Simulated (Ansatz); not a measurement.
# Ta₂Se (P4/nmm, No. 129)

Computed with r²SCAN (Ansatz, a quantum-chemistry and plane-wave program, PAW).

Run with plane-wave cutoff 560 eV, 16×16×6 k mesh (along the axes of the cell as run), Fermi–Dirac smearing 0.05 eV, scalar-relativistic PAW data made under PBE.

Cell (relaxed at this level):

```
CELL_PARAMETERS angstrom
      3.37522     0.00000     0.00000
      0.00000     3.37522     0.00000
      0.00000     0.00000    10.27651
ATOMIC_POSITIONS crystal
  Ta 0.50000 0.00000 0.76731
  Ta 0.00000 0.50000 0.23269
  Se 0.50000 0.00000 0.35140
  Se 0.00000 0.50000 0.64860
  Ta 0.50000 0.00000 0.07440
  Ta 0.00000 0.50000 0.92560
```

```yaml
band_gap: zero (no gap)
```

Note: the cell comes from a level without a dispersion term, which matters for the spacing of layers, chains or molecules; the cell has widely spaced layers and the level no dispersion term, so their spacing and the moduli can rest on weak binding.

Spin–orbit coupling is not included; it can open a gap where bands touch, and shift volumes and moduli.

Static lattice: no zero-point or thermal effects.
